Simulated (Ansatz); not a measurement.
Worked example: relaxation of cell and atoms of Mg3Au (P6_3/mmc, 8 atoms in the cell) in Ansatz (a quantum-chemistry and plane-wave program).

Computed with LDA (PW92), default PAW files made with PBE (plane waves; Ansatz).

The change in words: atoms on their sites; basis.ecutwfc: 420 eV → 210 eV; relax: default → cell and atoms. Reference geometry:
```
Mg3Au
1.0
    4.64986     0.00000     0.00000
   -2.32493     4.02690     0.00000
    0.00000     0.00000     8.45142
Mg Au
6 2
Direct
  0.00000   0.00000   0.25592
  0.00000   0.00000   0.75000
  0.33333   0.66667   0.92263
  0.66667   0.33333   0.07737
  0.66667   0.33333   0.42263
  0.33333   0.66667   0.57737
  0.33333   0.66667   0.25000
  0.66667   0.33333   0.75000
```

Reference input (self-consistent single point, DFT, LDA (PW92), plane waves, default PAW files made with PBE): basis.ecutwfc = 420 eV; kpoints.mp_grid.grid = 5 5 2; hamiltonian.xc = lda; hamiltonian.pseudopotentials = {kind: paw} (the program's default PAW files); scf.occupations.method = gaussian; scf.occupations.width = 0.1 eV. This run's input differs from it in these lines:

Ansatz 0.2 input:
```diff
@@ -6,3 +6,3 @@
   atoms:
-    - { symbol: Mg, position_ang: [0.00000000, 0.00000000, 2.16285334] }
+    - { symbol: Mg, position_ang: [0.00000000, 0.00000000, 2.11285475] }
     - { symbol: Mg, position_ang: [0.00000000, 0.00000000, 6.33856425] }
@@ -15,3 +15,3 @@
 basis:
-  ecutwfc: 420.0
+  ecutwfc: 210.0
 kpoints:
@@ -23,2 +23,4 @@
   occupations: { method: gaussian, width: 0.1 }
+relax:
+  cell: {}
 output:
```

Log, with long lists cut:

```
   [... SCF lines of the steps left out ...]
relax step   1: F+E_penalty+E_count = -37122.46717877 eV  Δ(F+E_penalty+E_count) = +0.000e0 eV  max|allowed force component| = 1.632e-1 eV/Å  Δτ_max = 0.0000 Å  P = -1.936 GPa  Ω = 158.249 Å³  (8 SCF iters, dr2 threshold 1.00e-7 eV, accepted)
relax step   2: F+E_penalty+E_count = -37126.95981461 eV  Δ(F+E_penalty+E_count) = -4.493e0 eV  max|allowed force component| = 1.849e-1 eV/Å  Δτ_max = 0.0405 Å  P = +23.394 GPa  Ω = 151.208 Å³  energy of the carried Pulay correction = +5.133e0 eV  [...]
   [... lines left out ...]
relax step 120: F+E_penalty+E_count = -37122.43151050 eV  Δ(F+E_penalty+E_count) = -8.585e-3 eV  max|allowed force component| = 1.481e-5 eV/Å  Δτ_max = 0.0004 Å  P = -0.018 GPa  Ω = 153.444 Å³  energy of the carried Pulay correction = +8.574e-3 eV  [...]
relax step 121: F+E_penalty+E_count = -37122.35005315 eV  Δ(F+E_penalty+E_count) = +8.146e-2 eV  max|allowed force component| = 3.428e-3 eV/Å  Δτ_max = 0.0000 Å  P = +0.124 GPa  Ω = 153.444 Å³  stress off target by 1.73e-1 GPa  SCF on the basis [...]
basis re-selected at this cell: Δ(F+E_penalty+E_count) = +8.146e-2 eV, ΔP = +0.142 GPa vs the last step
   [... lines left out ...]
Free energy (F): -37122.350053 eV
Fermi energy:    9.686987 eV
Error: variable-cell relaxation did not converge after 121 `relax_step` rows, as none of its last 50 fresh-basis SCF(s) at a relaxed cell met both thresholds with a finite energy. The last misses `relax.cell.stress_tol`: largest allowed force component 3.43e-3 eV/Å (`relax.f_tol` 1.00e-2 eV/Å), stress off the target on the free part of the cell 1.73e-1 GPa (`relax.cell.stress_tol` 5.00e-2 GPa), F+E_penalty+E_count -37122.35005315 eV. The closest is row 111, whose structure comes with this error. Larger ratio of force or stress to its threshold at each such SCF whose figures are numbers: 41.408, 37.129, 33.551, 9.724, 8.798, 7.946, 9.493, 10.540, 9.344, 8.854, 9.472, 2.680, 3.099, [...]
  cell:  # Å, volume = 153.4765 Å³
   [... lines left out ...]
    - [4.596503581229279, 1.0080026701498735e-32, 0.0]
    - [-2.2982517906146396, 3.980688869930706, 0.0]
    - [0.0, 0.0, 8.387956083746534]
  atoms:
    - { symbol: Mg, position: [-6.433063000351192e-33, -1.1740637224087037e-32, 0.25] }
    - { symbol: Mg, position: [6.697017539952546e-33, 1.2724695810818263e-32, 0.7500000000000002] }
    - { symbol: Mg, position: [0.33333333333333337, 0.6666666666666667, 0.9197051711981823] }
    - { symbol: Mg, position: [0.6666666666666667, 0.33333333333333337, 0.08029482880181722] }
    - { symbol: Mg, position: [0.6666666666666667, 0.33333333333333337, 0.41970517119818307] }
    - { symbol: Mg, position: [0.33333333333333337, 0.6666666666666667, 0.5802948288018179] }
    - { symbol: Au, position: [0.33333333333333337, 0.6666666666666667, 0.25] }
    - { symbol: Au, position: [0.6666666666666667, 0.33333333333333337, 0.7500000000000002] }
```

The relaxation ended unconverged. 

The starting cell comes from a database of computed structures (which also holds hypothetical and non-ambient phases and stackings), without a prior relaxation at this level. Its lattice was rescaled by up to half a per cent. The cutoff lies below the one recommended for these files.

Cost on one core of a shared machine: roughly 3 min.
